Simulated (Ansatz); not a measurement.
System: O vacancy in polar orthorhombic HfO2 (charge state +2). The step: a nearby O atom hops onto the vacant site; the atom moves 2.40 Å along (-0.44, -0.12, 0.00) of the unit cell; the moving atom starts with neighbours Hf at 2.10, Hf at 2.11, Hf at 2.22; O at 2.60, 2 O at 2.72 Å and ends with Hf at 2.02, Hf at 2.12, Hf at 2.25; O at 2.58 Å. DFT values are from Ansatz (plane-wave PAW, 420 eV unless said) in a cell of 96 host sites, spin-restricted, static, with no finite-size correction. The host's phase is taken as given; its stability against other phases was not computed. The charge state is imposed; whether it is stable for some Fermi level was not computed. Forms of the defect that were not tried may lie lower. For the PBE band: the saddle point's order was not checked.

| Level | Forward barrier (eV) | Cost of the band or of the saddle's single point |
|---|---|---|
| CHGNet universal potential (has no charge state), its own band | 0.57 | - |
| PBE, the Γ point alone, band relaxed | 0.58 | very roughly 21 core-minutes |
| PBE, a 2×2×2 k-point mesh shifted by half a step, same geometries | 0.59 | about 8 core-minutes (a rough figure) |
| r2SCAN at 500 eV, the Γ point alone, same geometries | 0.61 | roughly 2.0 core-minutes |

Ansatz is a quantum-chemistry and plane-wave program.
